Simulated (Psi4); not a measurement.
Psi4 1.11, HF/def2-svp: Cr(NMe)2(OMe)(NH2) (C[N]=[Cr]([NH2])(=[N]C)[O]C), 19 atoms. The geometry is a generated start, not checked to be a minimum at this level.

```json
{
  "task": "energy",
  "method": "scf",
  "basis": "def2-svp",
  "memory": "3 GB",
  "maxiter": "100",
  "keys_of_the_molecule_block": "symmetry c1",
  "scf_type": "df (default)",
  "guess": "auto, which took SAD (default)",
  "scf_initial_accelerator": "adiis (default)",
  "e_convergence": "1e-06 (default)",
  "d_convergence": "1e-06 (default)",
  "basis_functions": "184"
}
```

```xyz
19

Cr     0.0777     0.1475     0.3949
N     -1.3853    -0.5857     0.2009
C     -2.6229    -1.0946    -0.2045
H     -2.4810    -1.9835    -0.8341
H     -3.2177    -1.3938     0.6675
H     -3.1964    -0.3515    -0.7776
N      0.3599     1.3750    -0.6678
C      0.4088     2.3250    -1.6932
H      0.9349     1.9204    -2.5682
H     -0.6003     2.6312    -2.0055
H      0.9538     3.2171    -1.3584
O      1.3706    -0.9910     0.4498
C      2.2695    -2.0202     0.3458
H      2.6575    -2.0921    -0.6826
H      3.1197    -1.8532     1.0242
H      1.7965    -2.9802     0.6084
N     -0.0997     1.0432     2.0289
H     -0.6974     0.7656     2.8022
H      0.3518     1.9208     2.2693
```

Charge 0 and multiplicity 1 are set for this test and not shown to be the ground state.

One run each on 2 threads. Values of diis_max_vecs tried: 3, 6, 10 (default), 20.

Problem. Which value of diis_max_vecs needs the fewest SCF iterations, and what happens away from it?

Solution. Fewest SCF iterations: 20 with 22. The count rises to 59 at 3. All converge to one solution.

```csv
diis_max_vecs,SCF iterations,end
3,59,same solution
6,29,same solution
10 (default),24,same solution
20,22,same solution
```
